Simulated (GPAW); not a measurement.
Band structure of BaAl2Ga2 (I4/mmm, 5 atoms in the cell).

```yaml
crystal:
  lattice:
    - [-2.25718, 2.25718, 5.57623]
    - [2.25718, -2.25718, 5.57623]
    - [2.25718, 2.25718, -5.57623]
  atoms:
    - { symbol: Ba, position: [0.00000, 0.00000, 0.00000] }
    - { symbol: Al, position: [0.75000, 0.25000, 0.50000] }
    - { symbol: Al, position: [0.25000, 0.75000, 0.50000] }
    - { symbol: Ga, position: [0.37971, 0.37971, 0.00000] }
    - { symbol: Ga, position: [0.62029, 0.62029, 0.00000] }
```

Method: PBEsol, GPAW PAW datasets PBEsol (made by gpaw-setup) (plane waves; GPAW 25.7.0).

Settings: mode = pw; ecut = 600 eV; xc = PBEsol; kpts = 7 7 7; mesh shift (steps) = 0 0 0; occupations.name = methfessel-paxton; occupations.width = 0.1 eV; occupations.order = 0; nbands = -11; symmetry.symmorphic = false; symmetry.tolerance = 0.0005; maxiter = 100; bandpath_npoints = 40.

The starting cell comes from a database of computed structures (which also holds hypothetical and non-ambient phases and stackings), without a prior relaxation at this level. Its lattice was rescaled by a random factor within 2.5 % of one.

Levels in eV from the Fermi level, bands 8 to 15:
```tsv
point	8	9	10	11	12	13	14	15
Γ	-2.36	-2.36	-1.35	-0.31	0.60	0.60	1.05	3.43
X	-5.14	-3.07	-2.02	-1.55	0.73	2.08	2.82	3.79
Y	-4.60	-3.11	-1.92	-1.65	0.62	2.21	2.66	4.07
S	-2.35	-1.66	-1.24	-0.06	0.31	0.87	1.71	2.15
Z	-2.13	-2.05	-0.61	-0.15	0.77	0.77	0.99	2.42
S1	-2.35	-1.66	-1.24	-0.06	0.31	0.87	1.71	2.15
N	-3.78	-1.51	-0.47	-0.45	-0.07	0.83	1.25	1.44
P	-5.34	-2.73	-1.77	-1.77	-0.31	3.16	3.16	3.70
Y1	-4.60	-3.11	-1.92	-1.65	0.62	2.21	2.66	4.07
```

Bands cross the Fermi level along this path, so the cell is metallic at this level.
